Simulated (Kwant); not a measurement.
Model system: wire with a row of barriers in a GaN two-dimensional gas. Effective mass 0.22 mₑ, grid spacing 4 nm, hard walls, nominal width 80 nm (19 grid rows, so walls 80 nm apart), one parabolic valley, scattering region 400 nm long along x; energies count from the band bottom; Fermi energy swept from 0.00021365 to 0.0025371 eV. 2 barrier(s) across the wire, height 0.0035 eV, thickness 12 nm (about 3 grid columns), spaced by 32 nm.

The device is made up for the run: typed textbook-type constants, with dimensions and the other settings drawn at random.

Computed with Kwant: effective-mass tight-binding model on a square grid, one spin, coherent transport at 0 K. Conductance is in e²/h.

Sweep values stay those of the base run.

The barrier height was swept, all else fixed.

```tsv
barrier height (eV)	G (e²/h) at E = 1.953 meV	G (e²/h) at E = 2.537 meV	G (e²/h) at E = 1.368 meV	G (e²/h) at E = 0.7836 meV
0.0018	0.58	1.18	0.22	0.69
0.0024	0.28	0.71	0.098	0.13
0.003	[?]	[?]	[?]	[?]
0.0035	0.11	0.14	0.030	0.0095
0.0042	0.085	0.051	0.016	0.0028
```

### Question
Some entries are withheld; supply them.

### Answer

- 0.003, G (e²/h) at E = 1.953 meV: 0.16
- 0.003, G (e²/h) at E = 2.537 meV: 0.31
- 0.003, G (e²/h) at E = 1.368 meV: 0.050
- 0.003, G (e²/h) at E = 0.7836 meV: 0.027
